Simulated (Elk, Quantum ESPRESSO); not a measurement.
A Quantum ESPRESSO input for a self-consistent single point of VN (Fm-3m, 2 atoms in the cell) (DFT, PBE, plane waves, GBRV 1.5 ultrasoft (PBE) pseudopotentials):

```fortran
&control
   calculation = 'scf',
   prefix = 'vn',
   outdir = './work',
   pseudo_dir = './',
   tprnfor = .true.,
   tstress = .true.,
/
&system
   ibrav = 2,
   A = 4.140000000,
   nat = 2,
   ntyp = 2,
   ecutwfc = 50,
   ecutrho = 400,
   occupations = 'smearing',
   smearing = 'gauss',
   degauss = 0.0073499,
/
&electrons
   conv_thr = 1.0d-10,
   mixing_beta = 0.3,
/
ATOMIC_SPECIES
V     50.9415  v_pbe_v1.4.uspp.F.UPF
N     14.0070  n_pbe_v1.2.uspp.F.UPF
ATOMIC_POSITIONS crystal
V     0.000000000    0.000000000    0.000000000
N     0.500000000    0.500000000    0.500000000
K_POINTS automatic
18 18 18  0 0 0
```

Q: Translate this input to Elk.

A: One input that does it (others would too):

```
tasks
  0

xctype
  20

tforce
  .true.

rgkmax
  8.0

gmaxvr
  18.0

lmaxapw
  10

lmaxo
  8

nxlo
  2

lorbcnd
  .true.

lradstp
  2

nrmtscf
  2.0

rmtscf
  0.87

lmaxi
  4

stype
  0

swidth
  0.00367493

maxscl
  100

avec
    0.0000000000    3.9117330780    3.9117330780
    3.9117330780    0.0000000000    3.9117330780
    3.9117330780    3.9117330780    0.0000000000

sppath
  'species/'

atoms
  2
  'V.in'
  1
  0.0000000000  0.0000000000  0.0000000000    0.0 0.0 0.0
  'N.in'
  1
  0.5000000000  0.5000000000  0.5000000000    0.0 0.0 0.0

ngridk
  18 18 18
```

Basis settings and potentials, where a program has them, do not carry over. This input uses DFT, PBE, all-electron FP-LAPW, Elk's shipped species files, APW+lo basis with extra local orbitals.

The starting cell has typed, rounded lattice constants, without a prior relaxation at this level.
